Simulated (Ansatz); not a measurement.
The parent structure is Pt in the fcc (Cu type) structure (space group Fm-3m, No. 225; relaxed with 0.1 eV smearing).

```
CELL_PARAMETERS angstrom
      0.00000     1.97088     1.97088
      1.97088     0.00000     1.97088
      1.97088     1.97088     0.00000
ATOMIC_POSITIONS crystal
  Pt 0.00000 0.00000 0.00000
```

Cartesian axes are those of the cell as printed.

The values are results of r2SCAN (Ansatz, a quantum-chemistry and plane-wave program), no SOC, not measurements.

Base values:

Shortest interatomic distance: 2.787 Å

Modification: biaxial strain +3.00 %, plane normal [001], relaxed out of plane (Cartesian); in-plane vectors clamped, the third vector and the atoms free.

Problem. Predict the new in-plane stress.

Solution. The mean in-plane stress (compression positive) is -4.6 GPa.

Problem. Predict the new shortest interatomic distance.

Solution. The shortest interatomic distance shrinks by 0.018 Å (2.787 Å → 2.769 Å).

No phonon test of stability was made. All final runs are without spin polarisation.
